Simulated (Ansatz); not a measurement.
**Ti, response to strain**

Consider Ti in the hcp (Mg type) structure (space group P6_3/mmc, No. 194; a = 2.9367 Å, c = 4.6410 Å; relaxed with 0.1 eV smearing). Axes: x lies along a and z along c of the hexagonal cell.

Strains are applied to the cell and any free atomic positions relax; under biaxial strain the out-of-plane vector relaxes too.

The values are results of r2SCAN (Ansatz, a quantum-chemistry and plane-wave program; PAW; 500 eV plane waves; no spin-orbit coupling), earlier PAW set, not measurements.

Notes on the quantities. pressure: mean of the normal stresses, compression positive.

| change | space group | shortest interatomic distance | pressure |
|---|---|---|---|
| base | P6_3/mmc (No. 194) | 287.4 pm | 0.0 GPa |
| biaxial strain −4.16 %, plane normal [001], relaxed out of plane | P6_3/mmc (No. 194) | 281.5 pm | 6.6 GPa |
| biaxial strain −3.64 %, plane normal [001], relaxed out of plane | P6_3/mmc (No. 194) | 283.0 pm | 5.7 GPa |
| biaxial strain −2.07 %, plane normal [001], relaxed out of plane | P6_3/mmc (No. 194) | 287.6 pm | 3.1 GPa |
| biaxial strain +3.79 %, plane normal [001], relaxed out of plane | P6_3/mmc (No. 194) | 285.9 pm | -4.8 GPa |
| biaxial strain +4.66 %, plane normal [001], relaxed out of plane | P6_3/mmc (No. 194) | ? | ? |
| isotropic strain +4.84 % | P6_3/mmc (No. 194) | 301.3 pm | -12.8 GPa |
| uniaxial strain ε_yy = +0.21 % | Cmcm (No. 63) | 287.3 pm | -0.2 GPa |
| uniaxial strain ε_zz = −1.63 % | P6_3/mmc (No. 194) | 284.3 pm | 2.0 GPa |
| tensor shear ε_xy = +0.89 % | P2_1/m (No. 11) | 286.3 pm | 0.0 GPa |

Task: What belongs in the blanks?

Result: 
- biaxial strain +4.66 %, plane normal [001], relaxed out of plane, shortest interatomic distance: 285.5 pm
- biaxial strain +4.66 %, plane normal [001], relaxed out of plane, pressure: -5.6 GPa

Whether these cells are dynamically stable was not tested. The final runs are not spin-polarised.
